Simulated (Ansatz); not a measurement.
Input of the mobility step, PBE with spin-orbit coupling, finite-displacement electron-phonon coupling, linearised Boltzmann equation in Ansatz (a program for electronic structure), Si (Fd-3m). Condition of this run: spin-orbit coupling switched on.

Ansatz 0.2 input:
```
crystal:
  lattice:
    - [0.0, 2.7350983566, 2.7350983566]
    - [2.7350983566, 0.0, 2.7350983566]
    - [2.7350983566, 2.7350983566, 0.0]
  atoms:
    - { symbol: Si, position: [0.0, 0.0, 0.0] }
    - { symbol: Si, position: [0.25, 0.25, 0.25] }
kpoints:
  mp_grid: { grid: [8, 8, 8] }
hamiltonian:
  xc: pbe
  pseudopotentials: { kind: paw_fr }
scf:
  occupations: { method: fixed }
magnetization:
  noncollinear: true
  spin_orbit: true
phonons:
  supercell: [4, 4, 4]
  carrier_mobility: { temperatures: [150, 200, 250, 300, 350, 400, 500, 600] }
```

An excerpt of its output:

```
--- Carrier mobility (electrons): potentials and phonons of a 4×4×4 supercell ---
  scattering by the run's harmonic phonons alone; scattering by impurities, by other carriers and their screening is left out
  band edge at 6.6131 eV
  valley at (0.0000 0.4222 0.4222), 6 points alike, 0.00 meV above the edge
  a displaced site's charge and quadrupole, each over the dielectric constant: up to 0.000 e and 0.552 e·Å; the charges' sum missed by 0.097 e
  the run chose the mesh 90×90×90 (1.4 steps from a valley's bottom to the thermal energy of 150 K, as the couplings on a denser one leave too little of the memory); type phonons.carrier_mobility.mesh for another
  mobility, cm²/(V·s), of a tensor a third of its trace; what the velocities' spread within the cells of the mesh adds; mean energy transported, in kT; Lorenz number, in (k/e)²:
           mesh  steps/k_T     T (K)         cm⁻³     solution         MRTA        SERTA  in cells    energy    Lorenz
       90×90×90       1.36    150.00          few     6.5035e3     6.4749e3     6.2220e3    9.04 %     1.801     1.339
       90×90×90       1.57    200.00          few     3.4293e3     3.4180e3     3.2995e3    6.92 %     1.726     1.219
       90×90×90       1.75    250.00          few     2.0490e3     2.0439e3     1.9813e3    5.70 %     1.675     1.209
       90×90×90       1.92    300.00          few     1.3429e3     1.3403e3     1.3036e3    4.90 %     1.643     1.239
       90×90×90       2.08    350.00          few     9.4132e2     9.3982e2     9.1650e2    4.33 %     1.623     1.278
       90×90×90       2.22    400.00          few     6.9336e2     6.9244e2     6.7667e2    3.90 %     1.611     1.319
       90×90×90       2.48    500.00          few     4.1762e2     4.1720e2     4.0899e2    3.29 %     1.600     1.399
       90×90×90       2.72    600.00          few     2.7690e2     2.7667e2     2.7186e2    2.89 %     1.601     1.477
       45×45×45       0.68    150.00          few     6.9799e3     6.9510e3     6.8804e3   34.68 %     1.728     1.337
       45×45×45       0.78    200.00          few     3.5558e3     3.5444e3     3.5040e3   27.13 %     1.688     1.219
       45×45×45       0.88    250.00          few     2.0932e3     2.0880e3     2.0643e3   22.62 %     1.652     1.211
       45×45×45       0.96    300.00          few     1.3617e3     1.3590e3     1.3441e3   19.57 %     1.628     1.240
       45×45×45       1.04    350.00          few     9.5045e2     9.4896e2     9.3889e2   17.34 %     1.613     1.279
       45×45×45       1.11    400.00          few     6.9830e2     6.9738e2     6.9026e2   15.64 %     1.603     1.320
       45×45×45       1.24    500.00          few     4.1943e2     4.1902e2     4.1505e2   13.20 %     1.595     1.399
       45×45×45       1.36    600.00          few     2.7775e2     2.7752e2     2.7509e2   11.53 %     1.597     1.477
  SERTA leaves out what is scattered into a state
  not converged in the mesh: from the mesh of half the divisions the mobility moves by up to 7.32 %; 9.0 % of it stand in the velocities' spread within the cells; MRTA moves by up to 7.35 %; SERTA moves by up to 10.58 % and is not to be used
  the changes of the potential over all sites missed a rigid shift's by 0.02 % (the site terms' by 0.23 %)
  the long waves of the potentials, up to 0.497 1/Å, are read off 3 elongated supercells
  the phonons are corrected at the wavevectors of the elongated supercells: the repeat alone misses a frequency there by up to 8.29 %, and what leaves one of them out by up to 5.29 %
```

Scattering by harmonic phonons alone: no impurities, screening or carrier-carrier scattering, bands fixed at 0 K. From a coarser fine mesh the values given move by up to 7 %. The mesh was bound by memory.
